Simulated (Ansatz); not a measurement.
Consider MgTe in the zinc blende structure (space group F-43m, No. 216).

```xyz
2
Lattice="0.0000 3.1841 3.1841 3.1841 0.0000 3.1841 3.1841 3.1841 0.0000" Properties=species:S:1:pos:R:3 pbc="T T T"
Mg     0.0000     0.0000     0.0000
Te     1.5920     1.5920     1.5920
```

Cartesian axes are those of the cell as printed.

Computed with LDA in Ansatz (plane waves to 420 eV, PAW, scalar-relativistic without spin-orbit coupling).

For the base:

| Property | Result |
|---|---|
| Electron mass | 0.16 mₑ (at Γ) |

Now apply this change: biaxial strain +1.67 %, plane normal [111], relaxed out of plane (Cartesian); in-plane vectors clamped, the third vector and the atoms free.

**Question.** What does the calculation give for the in-plane stress after the change?

**Answer.** The mean in-plane stress (compression positive) comes out as -1.1 GPa.

**Question.** Estimate the effect on the electron mass.

**Answer.** The electron mass becomes 0.17 mₑ out of plane, 0.16 mₑ in plane (at Γ) (base: 0.16 mₑ (at Γ)).

**Question.** What does the calculation give for the hole mass after the change?

**Answer.** The hole mass comes out as 0.15 mₑ out of plane, 1.8 mₑ in plane (at Γ).

With Te present, leaving out spin-orbit coupling can change the band edges. The levels and masses belong to the bands next to the band gap. Masses are band curvatures over ±0.01 Å⁻¹ around the edge. Whether these cells are dynamically stable was not tested.

Ansatz is a quantum-chemistry and plane-wave program.
